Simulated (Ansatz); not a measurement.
Given:

Host crystal: 4H silicon carbide, with a band gap (PBE, scalar-relativistic without spin-orbit coupling).

End structure of Br on the (0001) surface of 4H silicon carbide (H on every top atom; a constructed slab, bottom: 1 H on 1 bottom sites), one in a cell of 33 Å², started at the site 'top H':

```xyz
41
Lattice="6.1882 0.0000 0.0000 -3.0941 5.3591 0.0000 0.0000 0.0000 30.0000" Properties=species:S:1:pos:R:3 pbc="T T T"
C      0.0000     0.0000    10.7097
C     -1.5470     2.6796    10.7097
C      3.0941     0.0000    10.7097
C      1.5470     2.6796    10.7097
Si     1.5470     0.8932    11.3439
Si     0.0000     3.5727    11.3439
Si     4.6411     0.8932    11.3439
Si     3.0941     3.5727    11.3439
C      1.5470     0.8932    13.2432
C      0.0000     3.5727    13.2432
C      4.6411     0.8932    13.2432
C      3.0941     3.5727    13.2432
Si     0.0000     0.0000    13.8752
Si    -1.5470     2.6796    13.8752
Si     3.0941     0.0000    13.8752
Si     1.5470     2.6796    13.8752
C     -0.0009    -0.0005    15.7699
C     -1.5470     2.6796    15.7708
C      3.0950    -0.0005    15.7699
C      1.5470     2.6806    15.7699
Si     0.0018     1.7853    16.4065
Si    -1.5470     4.4680    16.4065
Si     3.0923     1.7853    16.4065
Si     1.5470     4.4659    16.4133
C      0.0059     1.7830    18.3119
C     -1.5470     4.4727    18.3119
C      3.0882     1.7830    18.3119
C      1.5470     4.4659    18.3130
Si    -0.0035    -0.0020    18.9480
Si    -1.5470     2.6796    18.8766
Si     3.0976    -0.0020    18.9480
Si     1.5470     2.6836    18.9480
H      0.0000     0.0000     9.6073
H     -1.5470     2.6796     9.6073
H      3.0941     0.0000     9.6073
H      1.5470     2.6796     9.6073
H      0.0034     0.0019    20.4405
H     -1.5470     2.6796    20.5224
H      3.0907     0.0019    20.4405
H      1.5470     2.6757    20.4405
Br    -1.5470     2.6796    22.2901
```

Set-up: 41 atoms, 10.8 Å thick at the start with caps and adatoms under the adsorbate (thin: gaps and levels are the slab's own); mesh 4x4x1; 0.01 eV smearing; dipole correction on; single point; on the structure that PBE left under its start's symmetry; spin-polarised, ending with about 1.0 μB a cell; orders that need a larger cell were not tried, no spin-orbit, no U, no dispersion correction. The program's check for a lower electronic state was not made. At the end it is bonded to H. In PBE it is, or lies within 0.03 eV of, the lowest of the starts that converged; the order may differ at this level.

A negative adsorption energy means that the adsorbate is more stable on the surface than in its reference.

What change of the step from the bottom to the top vacuum level, against the clean slab does Ansatz (a program for electronic structure) with r2SCAN, at the PBE geometry and the start's symmetry give?

1.48 eV

Estimate the adsorption energy against ½ Br2(g) at the same level that r2SCAN, at the PBE geometry and the start's symmetry returns for this input.

0.74 eV
